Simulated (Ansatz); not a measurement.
rock-salt TiN (1 1 1) on wurtzite AlN (0 0 1) (film strained to the substrate, started from cuts of the bulks and a machine-learned relaxation)

A periodic stack without vacuum, rock-salt TiN (1 1 1) on wurtzite AlN (0 0 1) (film strained to the substrate, started from cuts of the bulks and a machine-learned relaxation): substrate slab Al6N6, film N4Ti4, surface cells [[0, 1], [-1, 0]] and [[0, -1], [1, -1]], film strained by +4.2 and +4.2 %, outermost planes N/Al and N/Ti as cut, which need not be the usual terminations and can put a slab off its formula.

The start was prepared with a machine-learned potential, and the result is one local minimum, with the in-plane cell held and forces under 0.04 eV/Å; the film can end far from its bulk form.

Level of theory: PBE (plane waves to 420 eV, PAW; Ansatz, a first-principles code). Spin–orbit coupling is left out; the runs are not spin-polarised; PBE gaps are too small against experiment. Its k-point mesh 11×11×1, Fermi–Dirac width 0.05 eV.

interface area: 8.5 Å²
period: 25.12 Å
gaps between the outermost planes at the two interfaces: 1.90 and 2.03 Å
Al–Ti contacts across the interfaces within 1.22 times the sum of covalent radii: 6, mean 3.28 Å
N–Ti contacts across the interfaces within 1.22 times the sum of covalent radii: 1, mean 2.03 Å
Al–N contacts across the interfaces within 1.22 times the sum of covalent radii: 1, mean 1.90 Å
estimate of the barrier: withheld, since the two interfaces are unlike
slope of the mean potential energy in the substrate: +3.9 MV/cm × e

```
CELL_PARAMETERS angstrom
      3.13028     0.00001     0.00049
      1.56514     2.71088     0.00038
     -1.55909    -0.90211    25.12117
ATOMIC_POSITIONS crystal
  Al 0.24780 0.28978 0.05964
  Al 0.61492 0.65648 0.15963
  N  0.27358 0.31512 0.13559
  N  0.57340 0.61549 0.03642
  Al 0.31478 0.35649 0.25965
  Al 0.68111 0.72311 0.35968
  N  0.33979 0.38174 0.33557
  N  0.64013 0.68181 0.23554
  Al 0.38057 0.42298 0.45974
  Al 0.74678 0.78965 0.55981
  N  0.40549 0.44825 0.53568
  N  0.70594 0.74827 0.43560
  N  0.77092 0.81463 0.63546
  N  0.13403 0.17800 0.72453
  N  0.49912 0.54295 0.81917
  N  0.86528 0.90894 0.91715
  Ti 0.44902 0.49359 0.67369
  Ti 0.81720 0.86094 0.77305
  Ti 0.18140 0.22539 0.86559
  Ti 0.54493 0.58826 0.95547
```
